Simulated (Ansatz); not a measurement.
## Hypothetical cubic perovskite RbHgI3: response to strain

Take RbHgI3 in the cubic perovskite structure (space group Pm-3m, No. 221; a hypothetical phase, not in the database extracts checked) as the base.

```xyz
5
Lattice="6.0524 0.0000 0.0000 0.0000 6.0524 0.0000 0.0000 0.0000 6.0524" Properties=species:S:1:pos:R:3 pbc="T T T"
Rb     0.0000     0.0000     0.0000
Hg     3.0262     3.0262     3.0262
I      0.0000     3.0262     3.0262
I      3.0262     3.0262     0.0000
I      3.0262     0.0000     3.0262
```

Cartesian axes are those of the cell as printed.

Strains are applied to the cell and any free atomic positions relax; under biaxial strain the out-of-plane vector relaxes too.

Level of theory: Ansatz (a first-principles code), PBE, PAW, cutoff 420 eV, spin-orbit coupling left out.

Notes on the quantities. energy relative to the base: free energy F.

| change | space group | volume per atom | energy relative to the base |
|---|---|---|---|
| base | Pm-3m (No. 221) | 44.34 Å³ | 0 meV/atom |
| biaxial strain +0.48 %, plane normal [001], relaxed out of plane | P4/mmm (No. 123) | 44.58 Å³ | +0.2 meV/atom |
| biaxial strain +0.39 %, plane normal [110], relaxed out of plane | Cmmm (No. 65) | 44.50 Å³ | +0.1 meV/atom |
| isotropic strain −4.32 % | Pm-3m (No. 221) | 38.84 Å³ | +51 meV/atom |
| isotropic strain +5.98 % | Pm-3m (No. 221) | 52.78 Å³ | +61 meV/atom |
| uniaxial strain ε_yy = +4.13 % | P4/mmm (No. 123) | 46.17 Å³ | +5.6 meV/atom |
| tensor shear ε_yz = −2.06 % | Cmmm (No. 65) | 44.32 Å³ | +1.2 meV/atom |

Without a gap, meshes like the base's 8×8×8 leave anisotropic stresses uncertain by several tenths of a GPa, and small strain energies with them. No phonon test of stability was made. The final runs are not spin-polarised. Many cubic perovskites are stable only at high temperature; tilts and polar distortions were not tested.
